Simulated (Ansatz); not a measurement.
```xyz
2
Lattice="0.0000 2.3506 2.3506 2.3506 0.0000 2.3506 2.3506 2.3506 0.0000" Properties=species:S:1:pos:R:3 pbc="T T T"
F      0.0000     0.0000     0.0000
Na     2.3506     2.3506     2.3506
```

The cell is fixed at its relaxed static size. Melting and transitions to other phases are not modelled. An odd repeat of the supercell leaves out some zone-boundary points, where instabilities often lie.

Problem. Estimate each atom's mean-square displacement (sum over three axes) at 600 K from path-integral sampling on the energy surface fitted in the stochastic self-consistent harmonic approximation in a 3×3×3 supercell, Ansatz (a quantum-chemistry and plane-wave program), PBE functional, plane-wave PAW.

Solution. F1 0.059 Å², Na2 0.061 Å². Waves longer than the supercell are missing, so the values are low for an infinite crystal. Over all wave vectors of the supercell the softest harmonic mode is 123 cm⁻¹ at q = (0.00, 0.33, 0.33); the softest of the Hessian is 119 cm⁻¹ at q = (0.00, 0.33, 0.33) at 300 K (error under 1; the run's verdict: stable), 117 cm⁻¹ at q = (0.00, 0.33, 0.33) at 600 K (error under 1; the run's verdict: stable).
